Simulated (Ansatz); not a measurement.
## A computed series for MgO: thickness series

The parent structure is MgO in the rock salt structure (space group Fm-3m, No. 225; a = 4.2141 Å). Axes: x, y, z lie along the cube axes.

Free-standing slabs (2 atom(s) a layer) normal to the z axis with 15 Å of vacuum; in-plane cell held at bulk.

Computed with DFT with PBEsol, PAW potentials and a 420 eV plane-wave cutoff in Ansatz (a first-principles code), no SOC.

Before the change:

| Item | Value |
|---|---|
| Band gap | 4.62 eV |

The aim is a band gap between 2.58 eV and 2.73 eV. Which of these changes reaches it?
(A) 5 layers
(B) 4 layers
(C) 2 layers
(D) 1 layer

D, 1 layer. It gives 2.66 eV; 2 layers gives 3.42 eV; 5 layers gives 3.69 eV; 4 layers gives 3.64 eV. Changes not listed may reach it too

No phonon test of stability was made.
